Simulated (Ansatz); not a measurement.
bcc W (1 1 1) on zinc-blende CdTe (1 1 1) (film strained to the substrate, started from cuts of the bulks and a machine-learned relaxation; slabs Cd4Te4 and W10, which can lie off the formulas)

A periodic stack without vacuum, bcc W (1 1 1) on zinc-blende CdTe (1 1 1) (film strained to the substrate, started from cuts of the bulks and a machine-learned relaxation; slabs Cd4Te4 and W10, which can lie off the formulas): substrate slab Cd4Te4, film W10, surface cells [[0, 1], [-1, 0]] and [[1, -1], [0, 1]], film strained by +3.9 and +3.9 %, outermost planes Te/Cd and W/W as cut, which need not be the usual terminations and can put a slab off its formula.

The start was prepared with a machine-learned potential, and the result is one local minimum, with the in-plane cell held and forces under 0.04 eV/Å; the film can end far from its bulk form.

Level of theory: PBE (plane waves to 420 eV, PAW; Ansatz, a first-principles code). Scalar-relativistic, without spin–orbit coupling; the runs are not spin-polarised. Its k-point mesh 8×8×1, Fermi–Dirac width 0.05 eV.

- interface area: 19.0 Å²
- period: 25.47 Å
- heights between the nearest atoms of the two slabs at the two interfaces: 2.00 and 1.71 Å
- Te–W contacts across the interfaces within 1.22 times the sum of covalent radii: 4, mean 3.07 Å
- Cd–W contacts across the interfaces within 1.22 times the sum of covalent radii: 3, mean 3.02 Å
- estimate of the barrier: withheld, since the two interfaces are unlike
- slope of the mean potential energy in the substrate: -3.4 MV/cm × e

```
CELL_PARAMETERS angstrom
      4.68106    -0.00004     0.01817
     -2.34057     4.05373     0.03591
      3.23316    -1.04629    25.46815
ATOMIC_POSITIONS crystal
  Cd 0.86823 0.93285 0.13198
  Cd 0.14437 0.64477 0.28248
  Cd 0.37526 0.33631 0.43237
  Cd 0.70537 0.07604 0.58157
  Te 0.22875 0.06297 0.02833
  Te 0.18686 0.61154 0.17066
  Te 0.45285 0.31802 0.32067
  Te 0.68504 0.01059 0.47110
  W  0.82859 0.19429 0.68702
  W  0.52085 0.52830 0.66011
  W  0.44573 0.53668 0.75696
  W  0.13670 0.86264 0.71695
  W  0.06783 0.88174 0.82530
  W  0.75866 0.21083 0.79211
  W  0.69167 0.22980 0.89821
  W  0.37833 0.55532 0.86228
  W  0.31446 0.57271 0.96123
  W  0.99650 0.89721 0.92877
```
